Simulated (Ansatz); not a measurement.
The parent structure is Al2O3 in the corundum structure (space group R-3c, No. 167; a = 4.7292 Å, c = 12.8916 Å (hexagonal axes)).

Method: plane-wave PAW DFT at the LDA level (Ansatz, a first-principles code, 420 eV), scalar-relativistic without spin-orbit coupling.

Strains are applied to the cell and any free atomic positions relax.

One change was made to it. Results:

```tsv
quantity	base	after
energy relative to the base (free energy F)	0 meV/atom	+14 meV/atom
band gap	6.43 eV	7.01 eV
pressure (mean of the normal stresses, compression positive)	-0.01 GPa	12.77 GPa
width of the top valence band	0.66 eV	0.72 eV
```

Which change produced these results?
A) isotropic strain −0.75 %
B) isotropic strain −3.00 %
C) isotropic strain −2.25 %
D) isotropic strain −1.50 %

D, isotropic strain −1.50 %. For comparison, the band gap in the other runs: isotropic strain −2.25 % gives 7.31 eV; isotropic strain −3.00 % gives 7.62 eV; isotropic strain −0.75 % gives 6.72 eV.

No phonon test of stability was made.
